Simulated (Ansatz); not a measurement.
Start from Pt in the fcc (Cu type) structure (space group Fm-3m, No. 225; relaxed with 0.1 eV smearing).

```
Pt
1.0
    0.00000     1.97088     1.97088
    1.97088     0.00000     1.97088
    1.97088     1.97088     0.00000
Pt
1
Direct
  0.00000   0.00000   0.00000
```

Cartesian axes are those of the cell as printed.

Level of theory: plane-wave PAW DFT at the r2SCAN level (Ansatz, a program for electronic structure, 500 eV), no spin-orbit coupling.

For the base:

The pressure is 0.0 GPa.

The change: compressive biaxial strain of 0.31 % in the plane normal to [001], as in epitaxy on a mismatched substrate; the out-of-plane cell vector and the atoms relax.

**Question.** What happens to the out-of-plane strain?

**Answer.** The out-of-plane strain is +0.44 %.

**Question.** Estimate the effect on the pressure.

**Answer.** The pressure (mean of the normal stresses, compression positive) goes from zero to 0.5 GPa.

Stability against distortions was not tested. All final runs are without spin polarisation.
